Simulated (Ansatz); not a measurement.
The reference is Ru in the hcp (Mg type) structure (space group P6_3/mmc, No. 194; a = 2.7046 Å, c = 4.2601 Å). Axes: x lies along a and z along c of the hexagonal cell.

Level of theory: r2SCAN/PAW in Ansatz (a program for electronic structure), no spin-orbit coupling.

Base values:

- Shortest interatomic distance = 2.641 Å

The change: uniaxial strain ε_xx = −0.37 %, all other strain components held at zero, atoms relaxed at fixed cell.

Problem. How does this affect the shortest interatomic distance and energy relative to the base?

Solution. The shortest interatomic distance drops by 0.002 Å (2.641 Å → 2.639 Å); the energy grows by 0.4 meV/atom.

Without a gap, meshes like the base's 20×20×11 leave anisotropic stresses uncertain by several tenths of a GPa, and small strain energies with them. Whether these cells are dynamically stable was not tested. All final runs are without spin polarisation.
